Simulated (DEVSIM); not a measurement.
System: illuminated Si p-on-n cell, one wavelength, with a back-surface field, at 400 K.

```tsv
layer (left to right)	material	thickness (μm)	Nd (cm⁻³)	Na (cm⁻³)	τn (s)	τp (s)	absorption coefficient (cm⁻¹)
1	Si	0.0740	-	2e18	4.8e-6	4.5e-6	2900
2	Si	39.0	2.3e17	-	5.9e-5	5.9e-5	2900
3	Si	2.00	1.7e18	-	5.9e-5	5.9e-5	2900
```

Left contact: ohmic, minority electron recombination velocity 7e6 cm/s. Right contact: ohmic, minority hole recombination velocity 8e5 cm/s. Voltage is applied to the left contact. Recombination: SRH at mid-gap, radiative, Auger. Light enters at the left, 8e17 photons cm⁻² s⁻¹, one pass, no reflection. Mobility is μmin + (μ − μmin)/(1 + (N/Nref)^α).

The device is made up for the run: typed textbook-type constants, with dimensions and the other settings drawn at random. Values at 300 K; Nc and Nv go as T^1.5, mobilities as T to minus their exponent, the gap by Varshni's rule with the affinity fixed.

| parameter | Si |
|---|---|
| gap (eV) | 1.124 |
| affinity (eV) | 4.05 |
| permittivity | 11.7 |
| Nc (cm⁻³) | 2.86e19 |
| Nv (cm⁻³) | 3.1e19 |
| μn (cm²/Vs) | 1417 |
| μp (cm²/Vs) | 470 |
| μn,min | 52 |
| μp,min | 45 |
| Nref,n | 9.7e16 |
| Nref,p | 2.2e17 |
| αn | 0.68 |
| αp | 0.72 |
| T exponent of μn | 2.3 |
| T exponent of μp | 2.2 |
| B (cm³/s) | 4.7e-15 |
| Cn (cm⁶/s) | 2.8e-31 |
| Cp (cm⁶/s) | 9.9e-32 |
| Varshni α (eV/K) | 0.000473 |
| Varshni β (K) | 636 |

DEVSIM, 1D drift-diffusion, Boltzmann statistics, complete ionisation; no tunnelling, impact ionisation, image-force lowering or self-heating.

Task: Give the current under light (generator sign).

Result: 
```json
[
 {"V (V)": "0.00", "J (mA/cm²)": "120"},
 {"V (V)": "0.04", "J (mA/cm²)": "120"},
 {"V (V)": "0.08", "J (mA/cm²)": "120"},
 {"V (V)": "0.14", "J (mA/cm²)": "120"},
 {"V (V)": "0.18", "J (mA/cm²)": "120"},
 {"V (V)": "0.24", "J (mA/cm²)": "118"},
 {"V (V)": "0.26", "J (mA/cm²)": "117"},
 {"V (V)": "0.28", "J (mA/cm²)": "115"},
 {"V (V)": "0.30", "J (mA/cm²)": "111"},
 {"V (V)": "0.32", "J (mA/cm²)": "103"},
 {"V (V)": "0.34", "J (mA/cm²)": "90.2"},
 {"V (V)": "0.36", "J (mA/cm²)": "66.9"},
 {"V (V)": "0.38", "J (mA/cm²)": "25.3"},
 {"V (V)": "0.40", "J (mA/cm²)": "-48.9"}
]
```
